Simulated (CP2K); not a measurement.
Band structure of Cs₃LiCl₄ (P4/mmm, 8 atoms in the cell).

```
CELL_PARAMETERS angstrom
      7.99190     0.00000     0.00000
      0.00000     7.99190     0.00000
      0.00000     0.00000     3.96677
ATOMIC_POSITIONS crystal
  Cs 0.50000 0.00000 0.00000
  Cs 0.00000 0.50000 0.00000
  Cs 0.50000 0.50000 0.00000
  Li 0.00000 0.00000 0.00000
  Cl 0.23259 0.23259 0.50000
  Cl 0.76741 0.76741 0.50000
  Cl 0.76741 0.23259 0.50000
  Cl 0.23259 0.76741 0.50000
```

Level of theory: PBEsol, GPW, DZVP-MOLOPT-SR-GTH basis, GTH-PBE potentials (GTH_POTENTIALS) (CP2K).

Settings: CUTOFF = 500 Ry; REL_CUTOFF = 50 Ry; SMEAR/METHOD = FERMI_DIRAC; ELECTRONIC_TEMPERATURE = 232.09 K; KPOINTS/SCHEME = MONKHORST-PACK 3 3 6; GAMMA_CENTERED = T; XC_FUNCTIONAL = PBE:PBESOL; Cs/BASIS_SET = DZVP-MOLOPT-SR-GTH-q9; Cs/POTENTIAL = GTH-PBE-q9; Li/BASIS_SET = DZVP-MOLOPT-SR-GTH-q3; Li/POTENTIAL = GTH-PBE-q3; Cl/BASIS_SET = DZVP-MOLOPT-SR-GTH-q7; Cl/POTENTIAL = GTH-PBE-q7; METHOD = GPW.

The starting cell comes from a database of computed structures (which also holds hypothetical and non-ambient phases and stackings), without a prior relaxation at this level. Its lattice was rescaled by a random factor within 2.5 % of one. Values carry the incompleteness of an atom-centred basis. The potentials were made for another functional than the one used.

Problem. Predict the gap along the standard path and the places of the band edges.

Solution. The gap along the path is 4.36 eV, direct at Γ to within 0.01 eV.

Levels in eV from the top of the valence band on the SCF mesh, bands 26 to 30:
| point | 26 | 27 | 28 | 29 | 30 |
|---|---|---|---|---|---|
| Γ | -0.08 | -0.02 | 0.00 | 0.00 | 4.36 |
| X | -0.15 | -0.10 | -0.10 | -0.08 | 5.32 |
| M | -0.10 | -0.08 | -0.08 | -0.07 | 5.37 |
| Z | -0.25 | -0.25 | -0.04 | 0.00 | 5.11 |
| R | -0.58 | -0.19 | -0.15 | -0.11 | 5.99 |
| A | -0.64 | -0.24 | -0.22 | -0.22 | 6.22 |

Higher empty bands are left out: an atom-centred basis made for the valence describes them poorly.
